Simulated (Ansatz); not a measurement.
The starting structures come from a database of crystals and need not be the phases stable at ambient conditions.

Tunnelling through a barrier is set by its complex band structure: the current falls as exp(−2κd) with the smallest κ.

```
Li2MgBr4
1.0
    6.71016     0.00000     0.00000
   -2.23333     6.32760     0.00000
    0.00000     0.00000     3.86482
Li Mg Br
2 1 4
Direct
  0.00000   0.50000   0.50000
  0.50000   0.00000   0.50000
  0.00000   0.00000   0.00000
  0.76024   0.76024   0.50000
  0.23976   0.23976   0.50000
  0.24349   0.75651   0.00000
  0.75651   0.24349   0.00000
```

Space group of this cell: Cmmm. The cell is taken as given.

Transport runs along the normal of the first two printed cell vectors.

No gap correction and no spin-orbit coupling; mid-gap values are interpolated between computed energies.

Problem. Estimate the band gap and the smallest decay constant κ at mid-gap that r2SCAN (Ansatz, a quantum-chemistry and plane-wave program) returns for this system.

Solution. Gap 5.40 eV on a 6×6×8 mesh; κ = 0.320 1/Å, at the zone centre.
